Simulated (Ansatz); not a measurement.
Base system: Ta in the bcc (W type) structure (space group Im-3m, No. 229; a = 3.2823 Å; relaxed with 0.1 eV smearing). Axes: x, y, z lie along the cube axes.

Computed with PBEsol/PAW in Ansatz (a program for electronic structure), scalar-relativistic without spin-orbit coupling, earlier PAW set.

For the base:

* **Pressure**: 0.0 GPa
* **Shortest interatomic distance**: 2.843 Å

Now apply this change: the cell is compressed by 1.28 % along z with no lateral relaxation, atoms relaxed at fixed cell.

What does the calculation give for the pressure, shortest interatomic distance and energy relative to the base after the change?

The pressure (mean of the normal stresses, compression positive) goes from zero to 2.7 GPa; the shortest interatomic distance decreases by 0.0121 Å, from 2.843 Å to 2.830 Å; the energy goes up by 2.6 meV/atom.

The cells carry an imposed strain or load. Whether these cells are dynamically stable was not tested. All final runs are without spin polarisation.
